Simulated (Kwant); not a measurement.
Model system: quantum point contact (saddle potential) in a Ge (holes) two-dimensional gas. Effective mass 0.06 mₑ, grid spacing 5 nm, hard walls, nominal width 150 nm (29 grid rows, so walls 150 nm apart), one parabolic valley, scattering region 450 nm long along x; energies count from the band bottom; Fermi energy 0.00324 eV. Potential (V0 + ½k y²) cos²(πx/L) for |x| < L/2, with V0 swept from 0.003402 to 0 eV, k = 2e-06 eV/nm², L = 190 nm.

The device is made up for the run: typed textbook-type constants, with dimensions and the other settings drawn at random.

Model: effective-mass tight-binding model on a square grid, one spin, coherent transport at 0 K (Kwant). Conductance is in e²/h.

**Question.** Compare with the saddle-point formula G = Σ 1/(1 + exp(−2π(E − V0 − ħωy(n + ½))/ħωx)), taking ħωy = ħ√(k/m) and ħωx from the curvature along x of V0 plus half of the mode's confinement energy.

**Answer.** ħωy = 1.59 meV; at V0 = 2.76 meV the lowest mode has ħωx = 1.48 meV.

```
V0 (meV)  formula  simulation
--------  -------  ----------
3.20        0.047       0.047
2.76         0.21        0.22
2.32         0.64        0.66
1.87         0.96        0.95
1.43         1.06        1.04
0.986        1.33        1.31
```

The formula takes a parabolic saddle in the continuum; the run has the full potential on a grid.
